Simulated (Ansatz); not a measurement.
The starting structures come from a database of crystals and need not be the phases stable at ambient conditions.

# Evanescent states of Na2CO3 (P6_3/mmc, not sure to be the ambient phase, 12 atoms a cell, 11.9 Å³ an atom) along the normal of (100)

Method: r2SCAN (plane waves, PAW; Ansatz, an electronic-structure program).

No gap correction and no spin-orbit coupling; mid-gap values are interpolated between computed energies.

Energies count from the valence-band top; κ is the least over a 6×6 mesh across the current.

```csv
E (eV),κ (1/Å),where
0.10,0.182,Γ
0.28,0.299,Γ
0.47,0.370,Γ
0.67,0.421,Γ
0.85,0.461,Γ
1.04,0.485,Γ
1.24,0.484,Γ
1.43,0.482,Γ
1.61,0.477,Γ
1.80,0.471,Γ
2.00,0.463,Γ
2.19,0.452,Γ
2.38,0.439,Γ
2.56,0.423,Γ
2.75,0.404,Γ
2.94,0.381,Γ
3.13,0.354,Γ
3.33,0.322,Γ
3.52,0.282,Γ
3.71,0.231,Γ
3.90,0.158,Γ
```

Question: How thick must the barrier be to attenuate the transmission by 10^4 when the electrodes' Fermi level lies at 1.24 eV, and what attenuation does that film give at 3.90 eV?

Answer: d = 4 ln 10 / (2 × 0.484) = 9.5 Å. At 3.90 eV it gives 4 × 0.158/0.484 = 1.3 decades.
